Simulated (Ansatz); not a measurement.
# Hypothetical P-6m2 GaN, pressure series

Take GaN (space group P-6m2, No. 187; a = 2.9798 Å, c = 2.6845 Å; a hypothetical phase, not in the database extracts checked) as the base.

Cell and atoms are relaxed at each pressure.

Computed with Ansatz (a program for electronic structure), PBE, PAW, cutoff 420 eV, no SOC.

Notes on the quantities. enthalpy: H = E + PV relative to the base's energy.

| change | volume per atom | enthalpy |
|---|---|---|
| base | 10.32 Å³ | – |
| pressure −2 GPa | 10.45 Å³ | -0.13 eV/atom |
| pressure −1 GPa | 10.38 Å³ | -0.06 eV/atom |
| pressure 0.3 GPa | 10.30 Å³ | +0.02 eV/atom |
| pressure 0.7 GPa | 10.28 Å³ | +0.04 eV/atom |
| pressure 1.5 GPa | 10.23 Å³ | +0.10 eV/atom |
| pressure 3 GPa | 10.15 Å³ | +0.19 eV/atom |
| pressure 5 GPa | 10.04 Å³ | +0.32 eV/atom |
| pressure 7.5 GPa | 9.91 Å³ | +0.47 eV/atom |
| pressure 10 GPa | 9.80 Å³ | +0.63 eV/atom |

Load acts through the strain it causes; cell and atoms are relaxed under it. No phonon test of stability was made. No other phases were tried under pressure. All final runs are without spin polarisation.
